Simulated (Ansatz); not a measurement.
An Ansatz (a first-principles code) input (Ansatz r2SCAN, no spin-orbit coupling):

Ansatz 0.2 input:
```yaml
crystal:
  lattice:
    - [-1.7387301037, 1.7387301037, 1.7387301037]
    - [1.7387301037, -1.7387301037, 1.7387301037]
    - [1.7387301037, 1.7387301037, -1.7387301037]
  atoms:
    - { symbol: Li, position: [0, 0, 0] }
basis: { ecutwfc: 500, ecutrho_ratio: 4, xc_grid: 4, fft_grid_basis: typed }
kpoints: { mp_grid: { grid: [19, 19, 19] } }
hamiltonian:
  xc: r2scan
  dispersion: none
  pseudopotentials: { kind: paw }
scf: { occupations: { method: fermi_dirac, width: 0.05 }, convergence: { dr2_threshold: 0.0000000001 } }
output: { forces: true, stress: true }
checkpoint: { write: state.ck, write_every: 1000 }
```

Problem. Which symmetry and how many k-points will the program report, and about how many plane waves at Γ?

Solution. Space group Im-3m (ITA 229) with 48 operations, k-points 220 of 6859, and 555 plane waves at Γ.

No phonon test of stability was made. The cell was made from Rb by this change: Rb → Li.
